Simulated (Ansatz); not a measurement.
**1T (CdI2-type) MnBr2**

Method: HSE06 (plane waves, PAW; Ansatz, a quantum-chemistry and plane-wave program).

Numerical settings: plane-wave cutoff 500 eV, 6×6×4 k mesh (along the axes of the cell as run), gaussian smearing 0.02 eV, spin-polarised start, scalar-relativistic PAW data made under PBE.

Cell (relaxed with r²SCAN):

```cif
data_Br2Mn
_chemical_formula_sum 'Mn1 Br2'
_space_group_name_H-M_alt 'P 1'
_space_group_IT_number 1
_cell_length_a 3.86937
_cell_length_b 3.86937
_cell_length_c 6.51834
_cell_angle_alpha 90.000
_cell_angle_beta 90.000
_cell_angle_gamma 120.000
loop_
_space_group_symop_operation_xyz
  'x, y, z'
loop_
_atom_site_label
_atom_site_type_symbol
_atom_site_fract_x
_atom_site_fract_y
_atom_site_fract_z
_atom_site_occupancy
Mn1 Mn 0.00000 0.00000 0.00000 1
Br1 Br 0.33333 0.66667 0.23132 1
Br2 Br 0.66667 0.33333 0.76868 1
```

```
Item                            Value
--------  ---------------------------
band gap  4.08 eV (on the SCF k mesh)
```

Note: the magnetic order was assumed, not searched for or taken from measurement; the cell comes from a level without a dispersion term, which matters for the spacing of layers, chains or molecules; cell and atoms aren't relaxed at this level (pressure 0.6 GPa); the cell has widely spaced layers and the level no dispersion term, so their spacing and the moduli can rest on weak binding.

Spin–orbit coupling is not included.

Static lattice: no zero-point or thermal effects.
